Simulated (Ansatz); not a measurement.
HfO2 (P4₂/nmc, No. 137; high-temperature phase) was calculated with PBE0 in Ansatz (plane waves, PAW).

Run with plane-wave cutoff 500 eV, 6×6×4 k mesh (along the axes of the cell as run), gaussian smearing 0.02 eV, scalar-relativistic PAW data made under PBE.

Cell (relaxed with r²SCAN):

```cif
data_Hf2O4
_chemical_formula_sum 'Hf2 O4'
_space_group_name_H-M_alt 'P42/nmc :1'
_space_group_IT_number 137
_space_group_name_Hall 'P 4n 2n -1n'
_cell_length_a 3.57683
_cell_length_b 3.57683
_cell_length_c 5.20272
_cell_angle_alpha 90.000
_cell_angle_beta 90.000
_cell_angle_gamma 90.000
loop_
_space_group_symop_operation_xyz
  'x, y, z'
  '-y+1/2, x+1/2, z+1/2'
  '-x, -y, z'
  'y+1/2, -x+1/2, z+1/2'
  'x+1/2, -y+1/2, -z+1/2'
  '-y, -x, -z'
  '-x+1/2, y+1/2, -z+1/2'
  'y, x, -z'
  '-x+1/2, -y+1/2, -z+1/2'
  'y, -x, -z'
  'x+1/2, y+1/2, -z+1/2'
  '-y, x, -z'
  '-x, y, z'
  'y+1/2, x+1/2, z+1/2'
  'x, -y, z'
  '-y+1/2, -x+1/2, z+1/2'
loop_
_atom_site_label
_atom_site_type_symbol
_atom_site_symmetry_multiplicity
_atom_site_Wyckoff_symbol
_atom_site_fract_x
_atom_site_fract_y
_atom_site_fract_z
_atom_site_occupancy
Hf1 Hf 2 a 0.00000 0.00000 0.00000 1
O1 O 4 d 0.00000 0.50000 0.19615 1
```

Give the computed band gap.


- band gap: 7.13 eV (on the SCF k mesh)

Note: held by symmetry at 0 K, a high-temperature phase can be a saddle point; cell and atoms aren't relaxed at this level (largest force component 0.05 eV/Å).

Spin–orbit coupling is not included.

Ansatz is a first-principles code.
